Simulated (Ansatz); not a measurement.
The starting structures come from a database of crystals and need not be the phases stable at ambient conditions.

Tunnelling through a barrier is set by its complex band structure: the current falls as exp(−2κd) with the smallest κ.

Input:

```yaml
crystal:
  lattice:
    - [5.42134, 0.00000, 0.00000]
    - [2.39677, 9.53015, 0.00000]
    - [-1.51228, 4.76508, 4.57723]
  atoms:
    - { symbol: Na, position: [0.05026, 0.69974, 0.60052] }
    - { symbol: Na, position: [0.94974, 0.30026, 0.39948] }
    - { symbol: Sc, position: [0.64443, 0.10557, 0.78886] }
    - { symbol: Sc, position: [0.35557, 0.89443, 0.21114] }
    - { symbol: Si, position: [0.54101, 0.20374, 0.17336] }
    - { symbol: Si, position: [0.45899, 0.79626, 0.82664] }
    - { symbol: Si, position: [0.13235, 0.62290, 0.17336] }
    - { symbol: Si, position: [0.86765, 0.37710, 0.82664] }
    - { symbol: O, position: [0.17902, 0.34520, 0.00804] }
    - { symbol: O, position: [0.82098, 0.65480, 0.99196] }
    - { symbol: O, position: [0.32902, 0.64676, 0.00804] }
    - { symbol: O, position: [0.67098, 0.35324, 0.99196] }
    - { symbol: O, position: [0.69039, 0.11357, 0.49370] }
    - { symbol: O, position: [0.30961, 0.88643, 0.50630] }
    - { symbol: O, position: [0.30331, 0.39273, 0.49370] }
    - { symbol: O, position: [0.69669, 0.60727, 0.50630] }
    - { symbol: O, position: [0.94850, 0.19701, 0.84240] }
    - { symbol: O, position: [0.05150, 0.80299, 0.15760] }
    - { symbol: O, position: [0.39390, 0.96059, 0.84240] }
    - { symbol: O, position: [0.60610, 0.03941, 0.15760] }
```

Space group of this cell: C2/c. The cell is taken as given; by PBEsol its mean pressure is -4.2 GPa.

Transport runs along the normal of the first two printed cell vectors.

The gap is the functional's own, uncorrected, and κ follows it; spin-orbit coupling is left out. Mid-gap values are interpolated between the computed energies.

**Question.** Compute, with Ansatz (a quantum-chemistry and plane-wave program) with PBEsol, the band gap and the smallest decay constant κ at mid-gap.

**Answer.** Gap 4.93 eV on a 8×8×8 mesh; κ = 0.431 1/Å, at the zone centre.
